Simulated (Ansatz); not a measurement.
Levels about the gap of amorphous Ti20O41Ag2 (63 atoms in a cell of 798 Å³, 3.81 g/cm³; zone centre alone, so wide bands show as single levels with stretches between that a denser mesh fills), at the geometry that PBE relaxed, where it gives 0.1 GPa on a denser mesh. The participation number counts the atoms over which a state spreads; weights are charges in smoothed Voronoi cells. The levels come from a single point, so bond lengths are those of that geometry. Method of the levels: PBE, scalar-relativistic without spin-orbit coupling (Ansatz, an electronic-structure program). Sampling: the zone centre alone; Fermi-Dirac width 0.02 eV; no spin polarisation. At PBE the levels at the filled edge of the gap are localised (band-tail or defect states), and the nearest spread-out levels lie 2.7 eV apart at the zone centre.

Preparation: random packing, a CHGNet melt and quench, and a DFT relaxation. O atoms were pushed apart under 1.9 Å during the dynamics, to hinder bonds among them. The hot cell started wider than the set density and was brought back towards it in steps. It is the lowest in DFT energy of 2 quenches. It is a model cell: composition and starting density were chosen by hand, and all elements were melted together. No dispersion term was used. Its density started from a set value of 3.87 and ended at 3.81 g/cm³. The simulated quench (nominally 300 K/ps over its main leg) is rapid and tends to freeze in more defects than a deposited or slowly cooled glass has. One small periodic cell is one sample of the glass; other quenches scatter about these values. Volume and shape were free in the relaxation. On a 2×2×2 Γ-centred mesh force components of up to 0.18 eV/Å stay, since the relaxation ran on the zone centre alone.

```csv
"E - E(highest filled), eV",filling,participation number,largest on,weight O,weight Ti,weight Ag
-0.54,filled,21.8,"Ag, 4 neighbours",0.80,0.07,0.12
-0.51,filled,21.2,"Ag, 2 neighbours",0.83,0.07,0.10
-0.46,filled,20.6,"Ag, 4 neighbours",0.76,0.07,0.17
-0.42,filled,26.6,"O, 3 neighbours",0.87,0.06,0.07
-0.34,filled,7.9,"Ag, 4 neighbours",0.66,0.05,0.29
-0.18,filled,4.2,"Ag, 4 neighbours",0.48,0.06,0.47
0.00,filled,4.1,"Ag, 2 neighbours",0.46,0.06,0.49
2.37,empty,10.6,"Ti, 6 neighbours",0.18,0.81,0.01
2.41,empty,15.1,"Ti, 6 neighbours",0.18,0.82,0.01
2.45,empty,19.5,"Ti, 6 neighbours",0.20,0.79,0.01
2.46,empty,15.8,"Ti, 6 neighbours",0.18,0.81,0.00
2.56,empty,15.0,"Ti, 6 neighbours",0.18,0.82,0.00
2.59,empty,12.7,"Ti, 6 neighbours",0.19,0.80,0.01
2.63,empty,18.8,"Ti, 6 neighbours",0.19,0.80,0.01
```

Most localised among these is the filled level at +0.00 eV, on a Ag atom, which has 2 neighbours (O 2.22 Å, O 2.23 Å).
